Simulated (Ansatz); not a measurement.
TaC (model structure, started from the MnP type, P6₃/mmc, No. 194, 8 atoms in the cell): properties by level of theory

```json
[
 {"level (code)": "PBE (Ansatz)", "lattice constant a (Å)": "?", "c axis length (Å)": "5.557"},
 {"level (code)": "PBEsol (Ansatz)", "lattice constant a (Å)": "?", "c axis length (Å)": "5.521"},
 {"level (code)": "PBE-D3(BJ) (Ansatz)", "lattice constant a (Å)": "3.108", "c axis length (Å)": "5.530"}
]
```

### Question
Fill in the missing entries.

### Answer

- PBE (Ansatz, an electronic-structure program), lattice constant a (Å): 3.132
- PBEsol (Ansatz), lattice constant a (Å): 3.104

Ansatz's density-functional and Hartree–Fock values are scalar-relativistic unless marked +SOC, with PAW data made under PBE.

The computed numbers hold no vibrational or temperature effects.

A model structure was made by putting elements into a prototype or built by hand; it is no filed structure, need not be a known phase, and can be a saddle point held by its symmetry.
